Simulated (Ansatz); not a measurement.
Results of PBE in Ansatz (PAW) for BP (model structure, started from the GeS type, Pnma, No. 62, 8 atoms in the cell).

The input as run:

Ansatz 0.2 input:
```yaml
crystal:
  lattice:
    - [6.2488681913, 0.0, 0.0]
    - [0.0, 3.2165006238, 0.0]
    - [0.0, 0.0, 5.3532833243]
  atoms:
    - { symbol: B, position: [0.1615898367, 0.25, 0.3989231135] }
    - { symbol: B, position: [0.3384101633, 0.75, 0.8989231135] }
    - { symbol: B, position: [0.8384101633, 0.75, 0.6010768865] }
    - { symbol: B, position: [0.6615898367, 0.25, 0.1010768865] }
    - { symbol: P, position: [0.8387524586, 0.25, 0.3928668371] }
    - { symbol: P, position: [0.6612475414, 0.75, -0.1071331629] }
    - { symbol: P, position: [0.1612475414, 0.75, 0.6071331629] }
    - { symbol: P, position: [0.3387524586, 0.25, 1.1071331629] }
basis:
  ecutwfc: 520
  ecutrho_ratio: 4
  xc_grid: 2
kpoints:
  mp_grid: { grid: [8, 18, 16] }
hamiltonian:
  xc: pbe
  dispersion: none
  pseudopotentials: { kind: paw }
scf:
  occupations: { method: fermi_dirac, width: 0.05 }
output:
  forces: true
  stress: true
  eigenvalues: true
relax:
  f_tol: 0.004
  escape_saddle: false
  max_steps: 80
  cell: { stress_tol: 0.02, fix: [volume] }
```

From the output:

```
Relaxation: its limit of steps is 80 (relax.max_steps)
Crystal: 8 atoms, lattice volume = 107.598 Å³
Basis set: ecut = 520 eV, 2879 PW (Γ), exchange–correlation on 96×48×80 points (8 copies of the dense FFT grid, shifted against one another)
Bands: 24, of which v1, the nominal top of the filled ones, is band 16 counted from 1 (15 counted from 0)
Symmetry: 8 space group operations
Space group: Pnma (ITA 62), of the structure as read, at distance tolerance 4.8e-5 Å
k-points: 450 of 2304
Functional: x = pbe(κ = 0.804, μ = 0.2195149727645171), c = pbe(β = 0.06672455060314922)
SCF iter   1: F=—  HF=-3647.686060 eV  |F-HF|=—  |Δ(HF+E_count)|=         —  Δρ=3.48e-3  dr2=1.35e-2
SCF iter   2: F=—  HF=-3647.686586 eV  |F-HF|=—  |Δ(HF+E_count)|=   5.26e-4  Δρ=1.56e-3  dr2=2.32e-3
  ...
SCF 1 converged in 6 iterations: F = -3647.687389 eV  dr2 = 9.58e-9
Crystal: 8 atoms, lattice volume = 107.598 Å³
Initial density: handed on by an earlier stage of this run
SCF 2 converged in 4 iterations: F = -3647.687913 eV  dr2 = 7.88e-8
Crystal: 8 atoms, lattice volume = 107.598 Å³
SCF 3 converged in 4 iterations: F = -3647.688061 eV  dr2 = 3.19e-8
Crystal: 8 atoms, lattice volume = 107.598 Å³
SCF iter   3: F=—  HF=-3647.688061 eV  |F-HF|=—  |Δ(HF+E_count)|=   8.31e-9  Δρ=1.41e-6  dr2=9.45e-10
SCF iter   4: F=-3647.688061 eV  HF=-3647.688061 eV  |F-HF|=0.00e0  |Δ(HF+E_count)|=   2.80e-9  Δρ=8.05e-8  dr2=8.03e-12
SCF 4 converged in 4 iterations: F = -3647.688061 eV  dr2 = 8.03e-12
SCF converged after 4 iterations
Free energy (F): -3647.688061 eV
Internal energy: -3647.688056 eV  (E = F + TS)
E sigma→0 (E₀):  -3647.688059 eV
Fermi energy:    8.166211 eV
--- Stress (GPa, compression-positive) ---
        2.655775       0.000000       0.000000
        0.000000       2.671525       0.000000
        0.000000       0.000000       2.668383
  P = ⅓ Tr σ = 2.6652 GPa (26.652 kbar)
```

The cell is one volume of an energy–volume scan, off the minimum.

Note: the relaxation could raise the start's symmetry but not lower it, so the cell can be a saddle point.

A model structure was made by putting elements into a prototype or built by hand; it is no filed structure, need not be a known phase, and can be a saddle point held by its symmetry.

Ansatz is an electronic-structure program.
